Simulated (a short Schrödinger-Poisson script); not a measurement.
Stack: MOS inversion layer, HfO2 on p-type Si(110), at 300 K.

```
layer  material  thickness (nm)  Na (cm⁻³)
-----  --------  --------------  ---------
1          HfO2             4.4          -
2            Si             410     1.1e18
```

The device is made up for the run: typed textbook-type constants, with dimensions and the other settings drawn at random. HfO2: permittivity 22, conduction-band edge (eV) 1.55, gap (eV) 5.7, electron mass (mₑ) 0.2. Si: permittivity 11.7, conduction-band edge (eV) 0, gap (eV) 1.124, Nv at 300 K (cm⁻³) 3.1e19.

Channel valleys (confinement mass, in-plane density-of-states mass, number): Δ4 0.315, 0.324, 4; Δ2 0.19, 0.417, 2. At the gate the conduction-band edge of layer 1 lies 2.14 eV − eVg above the Fermi level of the channel; the field vanishes at the back. Gaps are held at their typed values at every temperature. Mesh 0.03 nm at interfaces.

From a short Schrödinger-Poisson script (our own, NumPy): 1D Poisson equation in equilibrium, electrons classical, Boltzmann, parabolic valleys, classical holes, full ionisation, no traps, pinning or gate leakage.

The same stack at other levels of the model or other numerical settings:

```
run                                          sheet density of all electrons at Vg = 1.45 V (cm⁻²)  sheet density of all electrons at Vg = 0.85 V (cm⁻²)  capacitance at Vg = 1.45 V (μF/cm²)  centroid of the channel electrons at Vg = 1.45 V (nm)  rough cost against the base
-------------------------------------------  ----------------------------------------------------  ----------------------------------------------------  -----------------------------------  -----------------------------------------------------  ---------------------------
base                                                                                      1.70e13                                               2.58e12                                 4.11                                                   0.25                      about 1
electrons treated as classical, Fermi-Dirac                                               1.51e13                                               2.37e12                                 3.59                                                   0.45                            5
electrons treated as quantum, Hartree                                                     9.77e12                                               5.25e11                                 2.84                                                   1.64                           40
mesh six times as coarse                                                                  1.62e13                                               2.42e12                                 3.92                                                   0.35                          0.6
```

The classical rows ignore confinement, and Boltzmann statistics overrate the density once the band edge passes the Fermi level.
